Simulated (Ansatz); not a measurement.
Data:

```xyz
6
Lattice="3.5044 0.0000 0.0000 -1.7522 3.0349 0.0000 0.0000 0.0000 13.7274" Properties=species:S:1:pos:R:3 pbc="T T T"
Mo     0.0000     2.0233    10.2956
Mo     1.7522     1.0116     3.4319
Te     0.0000     2.0233     1.6167
Te     1.7522     1.0116     8.4805
Te     1.7522     1.0116    12.1107
Te     0.0000     2.0233     5.2470
```

No spin polarisation.

The values are results of PBE-D3(BJ) (Ansatz, an electronic-structure program), without spin-orbit coupling, earlier PAW set, not measurements. Γ-centred 11×11×3 mesh, Fermi–Dirac width 0.05 eV.

Task: Predict the smallest direct gap.

Result: 1.06 eV.

Task: Predict the pressure (mean of the normal stresses, compression positive).

Result: -0.34 GPa.

Task: Predict the band gap.

Result: 0.61 eV.

Spin-orbit coupling, missing from the scalar runs, can matter with Te. The cells carry an imposed strain or load. Stability against distortions was not tested. The cell was made from MoTe2 in the 2H-MoS2 type structure (space group P6_3/mmc, No. 194; layered, stacked along the Cartesian z axis) by this change: isotropic strain +0.22 %.
